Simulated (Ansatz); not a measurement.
For InF3 (R-3c, No. 167; structure not from a measured cell), LDA (PAW; Ansatz, a first-principles code) gives:

| Item | Result |
|---|---|
| equilibrium lattice constant a | 5.084 Å |
| c axis length | 14.563 Å |

Q: What does r²SCAN in Ansatz (PAW) give for the same quantities?

A: 
- lattice constant a: 5.304 Å (goes up by 4.3 %)
- lattice parameter c: 14.594 Å (grows by 0.2 %)

Changes are worked out from the printed values.

Unless a cell is named, each level is at its own relaxed cell (LDA 13.58, r²SCAN 14.81 Å³/atom).

Caveats: the relaxation could not lower the start's symmetry, so the cell can be a saddle point above a distorted one (LDA, r²SCAN). Ansatz's density-functional and Hartree–Fock values are scalar-relativistic unless marked +SOC, with PAW data made under PBE.
